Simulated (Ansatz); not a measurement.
L1₀ (CuAu-type) TiAl, treated with PBE0 in Ansatz (plane waves, PAW).

Run with plane-wave cutoff 460 eV, 10×10×8 k mesh (along the axes of the cell as run), Fermi–Dirac smearing 0.05 eV, no spin polarisation, scalar-relativistic PAW data made under PBE.

Computed at the level's own relaxed cell.

Q: Give the computed equilibrium lattice constant a (two-atom tetragonal cell) and lattice parameter c (two-atom tetragonal cell).

A: 
equilibrium lattice constant a (two-atom tetragonal cell): 2.803 Å
lattice parameter c (two-atom tetragonal cell): 4.074 Å

Measured, for comparison: lattice constant a 2.826 Å (temperature not stated, not corrected to a static lattice, P4/mmm two-atom cell, a_fct/√2; as tabulated in Zope and Mishin (2003), arXiv:cond-mat/0306298); lattice parameter c 4.077 Å (temperature not stated, not corrected to a static lattice; as tabulated in Zope and Mishin (2003), arXiv:cond-mat/0306298). Computed (rounded) less measured: lattice constant a -0.8 %, lattice parameter c -0.1 %. A static lattice is as a rule a little smaller and stiffer than an uncorrected measurement, which narrows the difference in the lattice constant a and would widen misses of the other sign.

Note: the run has no spin polarisation, so it can have missed a magnetic state.

Computed values are for the static lattice.

Cost on a shared machine: about 21 core-minutes (a rough figure).

Ansatz is an electronic-structure program.
